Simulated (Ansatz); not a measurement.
The reference is TiB2 (space group P6/mmm, No. 191; a = 3.032 Å, c = 3.224 Å; relaxed with 0.1 eV smearing). Axes: x lies along a and z along c of the hexagonal cell.

Method: PBE (Ansatz, a program for electronic structure), without spin-orbit coupling, earlier PAW set.

Before the change:

```
Quantity          Result
---------------  -------
Volume per atom  8.56 Å³
```

It is then changed as follows: biaxial strain +3.86 %, plane normal [001], relaxed out of plane (Cartesian); in-plane vectors clamped, the third vector and the atoms free.

**Question.** Estimate the effect on the volume per atom.

**Answer.** The volume per atom grows by 0.52 Å³ (8.56 Å³ → 9.08 Å³).

**Question.** What does the calculation give for the in-plane stress after the change?

**Answer.** The mean in-plane stress (compression positive) comes out as -22.4 GPa.

Whether these cells are dynamically stable was not tested. All final runs are without spin polarisation.
